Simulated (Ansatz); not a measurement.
## What uniaxial strain ε_zz = +2.50 % does to AlRu

The parent structure is AlRu in the CsCl type structure (space group Pm-3m, No. 221; a = 2.983 Å; relaxed with 0.1 eV smearing). Axes: x, y, z lie along the cube axes.

The change: uniaxial strain ε_zz = +2.50 %, all other strain components held at zero; the atoms relax in the strained cell.

Calculations: Kohn–Sham DFT with the r2SCAN functional, run in Ansatz (a quantum-chemistry and plane-wave program) with PAW and 500 eV plane waves, without spin-orbit coupling. Γ-centred 19×19×19 mesh, Fermi–Dirac width 0.1 eV.

```json
[
 {"quantity": "volume per atom", "base": "13.27 Å³", "changed": "13.61 Å³", "shift": "+0.332 Å³"},
 {"quantity": "energy relative to the base (free energy F)", "base": "0 meV/atom", "changed": "+8.5 meV/atom", "shift": "+8.5 meV/atom"},
 {"quantity": "pressure (mean of the normal stresses, compression positive)", "base": "0.0 GPa", "changed": "-5.1 GPa", "shift": "-5.1 GPa"},
 {"quantity": "band gap", "base": "zero", "changed": "zero", "shift": "–"},
 {"quantity": "stress (xx, yy, zz, yz, xz, xy; compression positive)", "base": "–", "changed": "(-3.7, -3.7, -7.9, 0.0, 0.0, 0.0) GPa", "shift": "–"}
]
```

Stability against distortions was not tested. All final runs are without spin polarisation.
